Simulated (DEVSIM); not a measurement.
Device: illuminated GaSb p-on-n cell, one wavelength, at 250 K.

Layer 1 from the left is GaSb, thickness (μm) 0.0520, Na (cm⁻³) 6.4e17, τn (s) 4.2e-10, τp (s) 2.9e-8, absorption coefficient (cm⁻¹) 34000. Layer 2 from the left is GaSb, thickness (μm) 5.90, Nd (cm⁻³) 3.6e16, τn (s) 4.2e-8, τp (s) 4.2e-8, absorption coefficient (cm⁻¹) 34000.

Left contact: ohmic, minority electron recombination velocity 30 cm/s. Right contact: ohmic, minority hole recombination velocity 6e6 cm/s. Voltage is applied to the left contact. Recombination: SRH at mid-gap, radiative. Light enters at the left, 9.8e16 photons cm⁻² s⁻¹, one pass, no reflection. Mobility is constant in doping.

This is a model device: material constants are rounded textbook-type values typed into the input, and sizes, dopings and lifetimes were drawn at random. Values at 300 K; Nc and Nv go as T^1.5, mobilities as T to minus their exponent, the gap by Varshni's rule with the affinity fixed.

GaSb: gap (eV) 0.726, affinity (eV) 4.06, permittivity 15.7, Nc (cm⁻³) 2.1e17, Nv (cm⁻³) 1.8e19, μn (cm²/Vs) 5000, μp (cm²/Vs) 850, T exponent of μn 2, T exponent of μp 1.7, B (cm³/s) 1e-10, Varshni α (eV/K) 0.00042, Varshni β (K) 140.

Simulated with DEVSIM: 1D drift-diffusion, Boltzmann statistics, complete ionisation; no tunnelling, impact ionisation, image-force lowering or self-heating.

Question: What does the simulation give for the largest field in the device at zero bias, the dark forward voltage at 1 A/cm²?

Answer: largest field in the device at zero bias 71000 V/cm; dark forward voltage at 1 A/cm² 0.463 V.
